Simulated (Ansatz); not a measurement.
# TaTe (model structure, Pm-3m, No. 221, 2 atoms in the cell)

All values below come from PBE (Ansatz, a quantum-chemistry and plane-wave program, PAW).

Run with plane-wave cutoff 520 eV, 18×18×14 k mesh (along the axes of the cell as run), Fermi–Dirac smearing 0.05 eV, scalar-relativistic PAW data made under PBE.

Cell (relaxed at this level):

```cif
data_TaTe
_chemical_formula_sum 'Ta1 Te1'
_space_group_name_H-M_alt 'Pm-3m'
_space_group_IT_number 221
_space_group_name_Hall '-P 4 2 3'
_cell_length_a 3.42001
_cell_length_b 3.42001
_cell_length_c 3.42001
_cell_angle_alpha 90.000
_cell_angle_beta 90.000
_cell_angle_gamma 90.000
loop_
_atom_site_label
_atom_site_type_symbol
_atom_site_symmetry_multiplicity
_atom_site_Wyckoff_symbol
_atom_site_fract_x
_atom_site_fract_y
_atom_site_fract_z
_atom_site_occupancy
Ta1 Ta 1 a 0.00000 0.00000 0.00000 1
Te1 Te 1 b 0.50000 0.50000 0.50000 1
```

```yaml
band_gap: zero (no gap)
bulk_modulus: 145 GPa
```

Note: the bulk modulus is −V dP/dV from two relaxed cells at ±2 % in volume; the relaxation could raise the start's symmetry but not lower it, so the cell can be a saddle point.

Spin–orbit coupling is not included; it can open a gap where bands touch, and shift volumes and moduli.

The computed numbers hold no vibrational or temperature effects.

Cost on a shared machine: roughly 70 core-seconds.

A model structure was made by putting elements into a prototype or built by hand; it is no filed structure, need not be a known phase, and can be a saddle point held by its symmetry.
